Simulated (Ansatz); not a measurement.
Structures of equal composition on the (0001) surface of 4H silicon carbide (Si plane on top): (√3x√3)R30° In adatom at H3; (√3x√3)R30° In adatom at T4. The slabs share one bottom face, and each structure is named by its start. These are constructed structures in small cells; real faces may alloy, dewet or reconstruct in larger ones, and not all known structures of the face are among them. Slabs of about 10 Å, Fermi-Dirac smearing of 0.025 eV. Bottom of the slabs: H caps. Relaxed from the named starts with such symmetry as they have, on meshes of like density; energies extrapolated to zero smearing; spin only where a row says so; no spin-orbit coupling, no U. Brackets mark spin-polarised runs, whose order is one that fits the cell. Where a second, spin-polarised start was run, the lower counts.

The numbers are results of PBE (plane waves to 420 eV, PAW; Ansatz, a first-principles code), not measurements.

Problem. Put the candidates in order of energy per 1x1 cell, lowest first, for PBE.

Solution. (√3x√3)R30° In adatom at T4 (0.000 eV, gap 1.07 eV on the mesh), (√3x√3)R30° In adatom at H3 (0.109 eV, gap 0.78 eV on the mesh)
